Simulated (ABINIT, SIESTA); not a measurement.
A SIESTA input for a self-consistent single point of SnSe2 (P-3m1, 3 atoms in the cell) (DFT, GGA PBEsol, numerical atomic orbitals DZP, PseudoDojo PBEsol standard norm-conserving potentials (rewritten from UPF to PSML)):

```
# files in the folder: Sn.psml Se.psml (PseudoDojo PBEsol standard)
SystemName  SnSe2
SystemLabel SnSe2

NumberOfAtoms                3
NumberOfSpecies              2
%block ChemicalSpeciesLabel
  1 50 Sn
  2 34 Se
%endblock ChemicalSpeciesLabel
LatticeConstant              1.0 Ang
%block LatticeVectors
     3.825764000    0.000000000    0.000000000
    -1.912882000    3.313209000    0.000000000
     0.000000000    0.000000000    6.458639000
%endblock LatticeVectors
AtomicCoordinatesFormat      Ang
%block AtomicCoordinatesAndAtomicSpecies
     0.000000000    0.000000000    0.000000000  1
     1.912883913    1.104401896    4.889835587  2
    -0.000001913    2.208807104    1.568803413  2
%endblock AtomicCoordinatesAndAtomicSpecies

XC.functional                GGA
XC.authors                   PBEsol
PAO.BasisSize                DZP
PAO.EnergyShift              0.01 Ry
MeshCutoff                   350 Ry
%block kgrid.MonkhorstPack
    7   0   0  0.0
    0   7   0  0.0
    0   0   4  0.0
%endblock kgrid.MonkhorstPack
OccupationFunction           FD
ElectronicTemperature        10 K

MaxSCFIterations             150
SCF.Mixer.Method             Broyden
SCF.Mixer.Weight             0.1
SCF.Mixer.History            8
SCF.DM.Tolerance             1.0E-04
Diag.ParallelOverK           true
WriteForces                  true
Charge.Mulliken              end
```

Q: Give the ABINIT input for the same structure, mesh, smearing and functional.

A: This is the input that was run; spellings and numerical settings could be chosen otherwise.

```
# SnSe2, JTH v2.0 PBE PAW
pp_dirpath "./"
pseudos "Sn.GGA_PBE-JTH.xml, Se.GGA_PBE-JTH.xml"
acell 3.8257641080 3.8257641080 6.4586390000 Angstrom
rprim
         1.0000000000   -0.0000000066    0.0000000000
        -0.4999999943    0.8660254071    0.0000000000
         0.0000000000    0.0000000000    1.0000000000
natom 3
ntypat 2
znucl 50 34
typat 1 2 2
xred
         0.0000000000    0.0000000000    0.0000000000
         0.6666666667    0.3333333333    0.7571000000
         0.3333333333    0.6666666667    0.2429000000
ecut 40 Ry
pawecutdg 80 Ry
pawxcdev 0
ixc -116133
occopt 1
nband 16
kptopt 1
ngkpt 7 7 4
nshiftk 1
shiftk 0 0 0
nstep 80
tolvrs 1.0e-10
prtwf 0
prtden 0
enunit 1
```

Basis, cutoffs, solver keys and any potentials are the target program's own. This input uses DFT, PBEsol, plane waves, PAW (JTH v2.0 PBE PAW, files made for PBE).

The starting cell comes from a database of computed structures (which also holds hypothetical and non-ambient phases and stackings), without a prior relaxation at this level. Its lattice was rescaled by a random factor within 2.5 % of one.
